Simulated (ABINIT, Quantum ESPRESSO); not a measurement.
An ABINIT input for a self-consistent single point of Mn3Si (Fm-3m, 4 atoms in the cell) (DFT, LDA (PW92), plane waves, norm-conserving pseudopotentials (PseudoDojo nc-sr-04 LDA standard)):

```
# Mn3Si, PseudoDojo nc-sr-04 LDA standard
pp_dirpath "./"
pseudos "Mn.upf, Si.upf"
acell 7.5415143617 7.5415143617 7.5415143617
rprim
         0.0000000000    0.7071067812    0.7071067812
         0.7071067812    0.0000000000    0.7071067812
         0.7071067812    0.7071067812    0.0000000000
natom 4
ntypat 2
znucl 25 14
typat 1 1 1 2
xred
         0.2500000000    0.2500000000    0.2500000000
         0.7500000000    0.7500000000    0.7500000000
         0.5000000000    0.5000000000    0.5000000000
         0.0000000000    0.0000000000    0.0000000000
ecut 1306 eV
ixc 7
nsppol 2
spinat
      0 0 4
      0 0 4
      0 0 4
      0 0 0
occopt 3
tsmear 0.1 eV
nband 40
kptopt 1
ngkpt 7 7 7
nshiftk 1
shiftk 0 0 0
nstep 50
tolvrs 1.0e-10
prtwf 0
prtden 0
prtvol 1
enunit 1
```

Question: Translate this input to Quantum ESPRESSO.

Answer: One input that does it (others would too):

```fortran
&CONTROL
 calculation = 'scf',
 outdir = './tmp',
 pseudo_dir = './',
 tprnfor = .true.,
 tstress = .true.,
/
&SYSTEM
 ibrav = 2,
 celldm(1) = 10.66531189,
 nat = 4,
 ntyp = 2,
 ecutwfc = 50,
 ecutrho = 400,
 occupations = 'smearing',
 smearing = 'fd',
 degauss = 0.0073499,
 nspin = 2,
 starting_magnetization(1) = 0.267,
/
&ELECTRONS
 conv_thr = 1.0d-10,
 mixing_beta = 0.3,
/
ATOMIC_SPECIES
Mn    54.9380  mn_lda_v1.5.uspp.F.UPF
Si    28.0850  si_lda_v1.uspp.F.UPF
ATOMIC_POSITIONS {angstrom}
Mn   -1.41096000    1.41096000    1.41096000
Mn   -4.23288000    4.23288000    4.23288000
Mn   -2.82192000    2.82192000    2.82192000
Si    0.00000000    0.00000000    0.00000000
K_POINTS {automatic}
7 7 7  0 0 0
```

Basis settings and potentials, where a program has them, do not carry over. This input uses DFT, LDA (PZ), plane waves, GBRV 1.5 ultrasoft (LDA) pseudopotentials. LDA parametrisations can differ slightly between programs. Both were run: pressure -17.42 GPa in ABINIT and -17.71 in Quantum ESPRESSO; size of the net moment 0.30 μB/atom in ABINIT and 0.31 in Quantum ESPRESSO.

On ABINIT: the starting cell comes from a database of computed structures (which also holds hypothetical and non-ambient phases and stackings), without a prior relaxation at this level. The magnetic order is the one reached from the typed start; others were not searched systematically. With a pressure of about -17 GPa the cell is away from its equilibrium volume at this level.

On Quantum ESPRESSO: the starting cell comes from a database of computed structures (which also holds hypothetical and non-ambient phases and stackings), without a prior relaxation at this level. The magnetic order is the one reached from the typed start; others were not searched systematically. With a pressure of about -18 GPa the cell is away from its equilibrium volume at this level.
